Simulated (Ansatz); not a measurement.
Consider LaZnSbO (space group P4/nmm, No. 129; a = 4.187 Å, c = 9.419 Å; a cell from a computed database, its experimental status unchecked).

Level of theory: PBEsol (Ansatz, a program for electronic structure, PAW, no spin-orbit coupling).

One change was made to it. Results:

| quantity | base | after |
|---|---|---|
| band gap | zero | zero |
| c/a ratio | 2.250 | 2.246 |
| volume per atom | 20.64 Å³ | 20.55 Å³ |

### Question
Which change produced these results?
A) pressure 1.5 GPa
B) pressure 0.3 GPa
C) pressure 0.7 GPa

### Answer
B, pressure 0.3 GPa. For comparison, the volume per atom in the other runs: pressure 1.5 GPa gives 20.18 Å³; pressure 0.7 GPa gives 20.42 Å³.

Spin-orbit coupling, missing from the scalar runs, can matter with Sb. Load acts through the strain it causes; cell and atoms are relaxed under it. Stability against distortions was not tested. All final runs are without spin polarisation. The zero or small gap of LaZnSbO can change with the level of theory.
